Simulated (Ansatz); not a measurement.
**Pressure series in CoSn**

The parent structure is CoSn (space group P6/mmm, No. 191; a = 5.294 Å, c = 4.235 Å; non-magnetic).

Cell and atoms are relaxed at each pressure.

Computed with DFT with PBE, PAW potentials and a 420 eV plane-wave cutoff in Ansatz (an electronic-structure program), no spin-orbit coupling.

```csv
pressure (GPa),volume per atom (Å³/atom)
-2,17.414
-1,?
0,17.133
4.2,16.617
9,16.121
18,15.371
30,14.601
45,13.860
60,13.274
```

Question: Fit the third-order Birch–Murnaghan form P(V) = (3B₀/2)[(V₀/V)^(7/3) − (V₀/V)^(5/3)]·[1 + (3/4)(B₀′ − 4)((V₀/V)^(2/3) − 1)] (squares taken in P) to the rows shown and predict the withheld row.

Answer: Least squares on the printed values gives V₀ = 17.132 Å³/atom, B₀ = 129 GPa, B₀′ = 4.7; this predicts 17.268 Å³/atom, and the run gives 17.270 Å³/atom, 0.002 higher.

Load acts through the strain it causes; cell and atoms are relaxed under it. Stability against distortions was not tested. No other phases were tried under pressure. Starting moments died away, wholly or in part, for the base; another magnetic solution may exist. All final runs are without spin polarisation.
